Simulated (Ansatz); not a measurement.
We consider corundum In2O3 (high-pressure phase), described by r²SCAN in Ansatz (plane waves, PAW).

Numerical settings: plane-wave cutoff 500 eV, 8×8×8 k mesh, gaussian smearing 0.02 eV, scalar-relativistic PAW data made under PBE.

Cell (relaxed at this level):

```cif
data_In12O18
_chemical_formula_sum 'In12 O18'
_space_group_name_H-M_alt 'R-3c :H'
_space_group_IT_number 167
_space_group_name_Hall '-R 3 2"c'
_cell_length_a 5.50798
_cell_length_b 5.50798
_cell_length_c 14.56191
_cell_angle_alpha 90.000
_cell_angle_beta 90.000
_cell_angle_gamma 120.000
loop_
_atom_site_label
_atom_site_type_symbol
_atom_site_symmetry_multiplicity
_atom_site_Wyckoff_symbol
_atom_site_fract_x
_atom_site_fract_y
_atom_site_fract_z
_atom_site_occupancy
In1 In 12 c 0.00000 0.00000 0.14299 1
O1 O 18 e 0.29658 0.29658 0.25000 1
```
(The calculation used a cell of 10 atoms; values per cell refer to that cell.)

What does this level give for the band gap?


- band gap: 1.80 eV (on the SCF k mesh)

Spin–orbit coupling is not included.

The computed numbers hold no vibrational or temperature effects.

Ansatz is a quantum-chemistry and plane-wave program.
